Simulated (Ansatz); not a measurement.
Start from MgTe in the wurtzite structure (space group P6_3mc, No. 186; a = 4.6089 Å, c = 7.5001 Å). Axes: x lies along a and z along c of the hexagonal cell.

Calculations: PBE (Ansatz, a program for electronic structure), no SOC.

Before the change:

| Property | Value |
|---|---|
| Pressure | -0.01 GPa |

It is then changed as follows: compressive biaxial strain of 1.20 % in the plane normal to [001], as in epitaxy on a mismatched substrate; the out-of-plane cell vector and the atoms relax.

### Question
What does the calculation give for the ratio −ε⊥/ε∥ and pressure after the change?

### Answer
The ratio −ε⊥/ε∥ amounts to 0.82; the pressure (mean of the normal stresses, compression positive) rises by 0.493 GPa (-0.01 GPa → 0.49 GPa).

No phonon test of stability was made.
